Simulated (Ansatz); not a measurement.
The starting structures come from a database of crystals and need not be the phases stable at ambient conditions.

Tunnelling through a barrier is set by its complex band structure: the current falls as exp(−2κd) with the smallest κ.

Input:

```yaml
crystal:
  lattice:
    - [6.14251, 0.00000, 0.00000]
    - [0.00000, 9.90649, 0.00000]
    - [0.00000, 0.00000, 5.89959]
  atoms:
    - { symbol: Al, position: [0.00000, 0.00000, 0.00000] }
    - { symbol: Al, position: [0.50000, 0.00000, 0.50000] }
    - { symbol: Al, position: [0.50000, 0.50000, 0.50000] }
    - { symbol: Al, position: [0.00000, 0.50000, 0.00000] }
    - { symbol: Si, position: [0.43675, 0.25000, 0.99963] }
    - { symbol: Si, position: [0.56325, 0.75000, 0.00037] }
    - { symbol: Si, position: [0.93675, 0.75000, 0.50037] }
    - { symbol: Si, position: [0.06325, 0.25000, 0.49963] }
    - { symbol: P, position: [0.41390, 0.25000, 0.38729] }
    - { symbol: P, position: [0.58610, 0.75000, 0.61271] }
    - { symbol: P, position: [0.91390, 0.75000, 0.11271] }
    - { symbol: P, position: [0.08610, 0.25000, 0.88729] }
    - { symbol: P, position: [0.39252, 0.55843, 0.11038] }
    - { symbol: P, position: [0.60748, 0.44157, 0.88962] }
    - { symbol: P, position: [0.89252, 0.44157, 0.38962] }
    - { symbol: P, position: [0.10748, 0.55843, 0.61038] }
    - { symbol: P, position: [0.10748, 0.94157, 0.61038] }
    - { symbol: P, position: [0.89252, 0.05843, 0.38962] }
    - { symbol: P, position: [0.60748, 0.05843, 0.88962] }
    - { symbol: P, position: [0.39252, 0.94157, 0.11038] }
```

Space group of this cell: Pnma. The cell is taken as given; by PBEsol its mean pressure is -2.3 GPa.

Transport runs along the normal of the first two printed cell vectors.

The gap is the functional's own, uncorrected, and κ follows it; spin-orbit coupling is left out. Mid-gap values are interpolated between the computed energies.

Question: State the band gap and the smallest decay constant κ at mid-gap according to Ansatz (an electronic-structure program) with PBEsol.

Answer: Gap 0.22 eV on a 6×4×6 mesh; κ = 0.068 1/Å, at (0.500, 0.000) of the in-plane reciprocal vectors. At the zone centre, at the nearest computed energy, the slowest state has κ = 0.18 1/Å.
